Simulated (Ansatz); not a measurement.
Consider HfO₂ in the fluorite structure (space group Fm-3m, No. 225; a = 5.0010 Å). Axes: x, y, z lie along the cube axes.

Computed with LDA (Ansatz, a quantum-chemistry and plane-wave program; PAW; 420 eV plane waves; without spin-orbit coupling).

One thing is altered: a pure shear with ε_xy = ε_yx = 0.0057, atoms relaxed at fixed cell.

**Question.** Predict the stress tensor and what it implies for the stiffness.

**Answer.** Stress of the strained cell less that of the base (GPa, compression positive):
```
   0.02   -0.85    0.00
  -0.85    0.02    0.00
   0.00    0.00    0.02
```

Then −Δσ/γ with γ = 2ε = 0.0114 gives relaxed-ion elastic constants: C66 ≈ 75 GPa.

Stability against distortions was not tested. This is not the structure that HfO2 has at room temperature and ambient pressure.
